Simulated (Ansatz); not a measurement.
Base system: Re in the hcp (Mg type) structure (space group P6_3/mmc, No. 194; a = 2.776 Å, c = 4.481 Å; relaxed with 0.1 eV smearing). Axes: x lies along a and z along c of the hexagonal cell.

Structures relaxed with Kohn–Sham DFT with the PBE functional, run in Ansatz (a program for electronic structure) with PAW and 420 eV plane waves, scalar-relativistic without spin-orbit coupling.

Base:

Simulated powder pattern, Cu Kα1, λ = 1.54056 Å (kinematic, ideal powder, no thermal factors, no anomalous dispersion; the 8 strongest lines at most, above 2 %, up to 2θ = 90°):

```csv
2θ (°),I/Imax (%),hkl
37.37,24,(100)
40.22,26,(002)
42.64,100,(101)
56.06,15,(102)
67.40,18,(110)
74.76,20,(103)
81.50,22,(112)
83.11,15,(201)
```

After one change:

Simulated powder pattern, Cu Kα1, λ = 1.54056 Å (kinematic, ideal powder, no thermal factors, no anomalous dispersion; the 8 strongest lines at most, above 2 %, up to 2θ = 90°):

```csv
2θ (°),I/Imax (%)
37.37,24
39.60,27
42.49,100
55.58,15
67.40,18
73.83,20
81.10,22
83.01,15
```

Problem. Which change produced these results?
A) uniaxial strain ε_zz = −2.50 %
B) uniaxial strain ε_zz = +0.50 %
C) uniaxial strain ε_zz = +1.50 %
D) uniaxial strain ε_zz = +2.00 %

Solution. C, uniaxial strain ε_zz = +1.50 %. Its volume per atom is 15.18 Å³ against 14.96 Å³, and its space group is P6_3/mmc (No. 194).

No phonon test of stability was made. All final runs are without spin polarisation.
